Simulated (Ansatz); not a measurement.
Take BN in the zinc blende structure (space group F-43m, No. 216; a = 3.6051 Å) as the base.

The change: an isotropic linear strain of +0.88 %, atoms relaxed at fixed cell.

Levels (all Ansatz, a program for electronic structure, PAW, earlier PAW set): PBEsol (420 eV, spin-orbit coupling left out); PBEsol+SOC (420 eV, with spin-orbit coupling).

The geometry is relaxed with PBEsol.

| Quantity | Result |
|---|---|
| PBEsol valence-band top at Γ | 0.00, 0.00, 0.00 eV |
| PBEsol lowest conduction level above the VBM at special points | X 4.27 eV; K 6.70 eV; U 6.70 eV; Γ 8.68 eV |
| PBEsol smallest direct gap | 8.68 eV |

Problem. What does PBEsol+SOC give at this geometry for the valence-band top at Γ, lowest conduction level above the VBM at special points, smallest direct gap and hole mass?

Solution. The valence-band top at Γ (three highest Kramers pairs, from the VBM) becomes 0.00, 0.00, -0.02 eV (PBEsol: 0.00, 0.00, 0.00 eV); the lowest conduction level above the VBM at special points goes from X 4.27 eV; K 6.70 eV; U 6.70 eV; Γ 8.68 eV to X 4.26 eV; K 6.69 eV; U 6.69 eV; Γ 8.67 eV; the smallest direct gap drops by 0.01 eV, from 8.68 eV to 8.67 eV; the hole mass (degenerate bands, along [100]) comes out as 0.52 mₑ (at Γ). The threefold valence maximum splits by Δso ≈ 21 meV.

Single points use the geometry relaxed with PBEsol. The spin-orbit shifts are approximate. Effective masses come from finite differences of ±0.01 Å⁻¹. Whether these cells are dynamically stable was not tested.
